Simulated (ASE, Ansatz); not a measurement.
## Ladder of methods for the equilibrium lattice constant a of L1₂ (Cu3Au-type) Ni3Al

Reference value: 3.572 Å (measured, temperature not stated, not corrected to a static lattice; as tabulated in Tensorial elastic properties and stability of interface states associated with …).

```json
[
 {"level (code)": "EMT (ASE)", "value (Å)": "3.660"},
 {"level (code)": "PBE (Ansatz)", "value (Å)": "3.567"},
 {"level (code)": "PBE-D3(BJ) (Ansatz)", "value (Å)": "3.524"},
 {"level (code)": "r²SCAN+rVV10 (Ansatz)", "value (Å)": "3.516"},
 {"level (code)": "B3LYP (VWN-RPA form) (Ansatz)", "value (Å)": "?"}
]
```

### Question
Fill in the missing entries.

### Answer

- B3LYP (VWN-RPA form) (Ansatz, a program for electronic structure), value (Å): 3.579

Differences against the reference: EMT +2.46 %, PBE -0.14 %, PBE-D3(BJ) -1.34 %, r²SCAN+rVV10 -1.57 %, B3LYP (VWN-RPA form) +0.20 %.

The reference's temperature isn't stated, so close values are not ranked against it. Off by more than 1.25 %, or 1.75 % on the side where a correction would as a rule narrow the miss (bounds picked here): EMT (+2.46 %).

The measured value isn't corrected to a static lattice, so vibrations enter the comparison. A static lattice is as a rule a little smaller than the measured one. Spin-polarised runs: PBE (parallel moments), PBE-D3(BJ) (parallel moments), r²SCAN+rVV10 (parallel moments), B3LYP (VWN-RPA form) (parallel moments). Cutoffs and k meshes differ between the levels. Ansatz's density-functional and Hartree–Fock values are scalar-relativistic unless marked +SOC, with PAW data made under PBE.

Empirical potentials (EMT) are fitted to chosen data: where that held the value shown, agreement is built in, and what lay outside the fit can be far off.

Differences are worked out from the printed values.
